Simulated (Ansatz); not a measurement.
```xyz
2
Lattice="0.0000 2.4462 2.4562 2.4462 0.0000 2.4562 2.4462 2.4462 0.0000" Properties=species:S:1:pos:R:3 pbc="T T T"
Y      0.0000     0.0000     0.0000
N      2.4462     2.4462     2.4562
```

Method: r2SCAN with spin-orbit coupling, rigid bands (plane waves, PAW; Ansatz, a first-principles code). Condition of this run: uniaxial stress zz = -1 GPa (compression positive) (the target of the relaxation). Cell: cell and atoms relaxed with r2SCAN, then loaded as said.

**Question.** Predict the hole conductivity mass (n e² τ/σ) at 300 K, by direction if it differs.

**Answer.** 0.53 (x), 0.53 (y), 0.74 (z) mₑ.

**Question.** What conductivity effective mass do dilute electrons have at 300 K?

**Answer.** 0.24 (x), 0.24 (y), 0.20 (z) mₑ.

**Question.** And the band gap?

**Answer.** 0.56 eV at this level; semilocal functionals usually fall short of the measured gap.

Rigid bands, one relaxation time for all states, no polarons.
